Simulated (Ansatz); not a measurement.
Bi₂Te₃ (model structure, started from the A-La2O3 type, P-3m1, No. 164, 5 atoms in the cell)

Computed with PBEsol (PAW; Ansatz, a first-principles code).

Numerical settings: plane-wave cutoff 520 eV, 12×12×4 k mesh (along the axes of the cell as run), Fermi–Dirac smearing 0.01 eV, scalar-relativistic PAW data made under PBE.

Cell (relaxed at this level):

```cif
data_Bi2Te3
_chemical_formula_sum 'Bi2 Te3'
_space_group_name_H-M_alt 'P-3m1'
_space_group_IT_number 164
_space_group_name_Hall '-P 3 2"'
_cell_length_a 4.35073
_cell_length_b 4.35073
_cell_length_c 10.55320
_cell_angle_alpha 90.000
_cell_angle_beta 90.000
_cell_angle_gamma 120.000
loop_
_atom_site_label
_atom_site_type_symbol
_atom_site_symmetry_multiplicity
_atom_site_Wyckoff_symbol
_atom_site_fract_x
_atom_site_fract_y
_atom_site_fract_z
_atom_site_occupancy
Bi1 Bi 2 d 0.33333 0.66667 0.19207 1
Te1 Te 1 a 0.00000 0.00000 0.00000 1
Te2 Te 2 d 0.66667 0.33333 0.35606 1
```

```yaml
band_gap: 0.46 eV (on the SCF k mesh)
bulk_modulus: 25.7 GPa
```

Note: the bulk modulus is −V dP/dV from two relaxed cells at ±2 % in volume; the relaxation could raise the start's symmetry but not lower it, so the cell can be a saddle point.

Spin–orbit coupling is not included; with these elements it can move the gap by several tenths of an eV or more.

Computed values are for the static lattice.

A model structure was made by putting elements into a prototype or built by hand; it is no filed structure, need not be a known phase, and can be a saddle point held by its symmetry.
